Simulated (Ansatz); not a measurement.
Base system: Zn in the hcp (Mg type) structure (space group P6_3/mmc, No. 194; a = 2.613 Å, c = 4.781 Å; relaxed with 0.1 eV smearing). Axes: x lies along a and z along c of the hexagonal cell.

Structures relaxed with PBEsol (Ansatz, a program for electronic structure, PAW, no spin-orbit coupling).

Base:

Simulated powder pattern, Cu Kα1, λ = 1.54056 Å (kinematic, ideal powder, no thermal factors, no anomalous dispersion; the 10 strongest lines at most, above 2 %, up to 2θ = 90°):

```
2θ (°)  I/Imax (%)    hkl
------  ----------  -----
37.59           36  (002)
39.80           23  (100)
44.25          100  (101)
55.90           16  (102)
72.26           14  (110)
72.48           21  (103)
80.24          3.5  (004)
84.43           18  (112)
85.81          2.2  (200)
88.79           12  (201)
```

After one change:

Simulated powder pattern, Cu Kα1, λ = 1.54056 Å (kinematic, ideal powder, no thermal factors, no anomalous dispersion; the 10 strongest lines at most, above 2 %, up to 2θ = 90°):

```
2θ (°)  I/Imax (%)
------  ----------
37.10           38
40.22           22
44.52          100
55.86           16
72.05           22
73.10           14
79.02          3.7
84.94           18
86.89          2.1
89.79           12
```

Question: Name the change that was made.
(A) biaxial strain −1.00 %, plane normal [001], relaxed out of plane
(B) biaxial strain +3.00 %, plane normal [001], relaxed out of plane
(C) biaxial strain +0.50 %, plane normal [001], relaxed out of plane
(D) biaxial strain −0.50 %, plane normal [001], relaxed out of plane

Answer: A, biaxial strain −1.00 %, plane normal [001], relaxed out of plane. Its volume per atom is 14.03 Å³ against 14.14 Å³, and its space group is P6_3/mmc (No. 194).

No phonon test of stability was made.
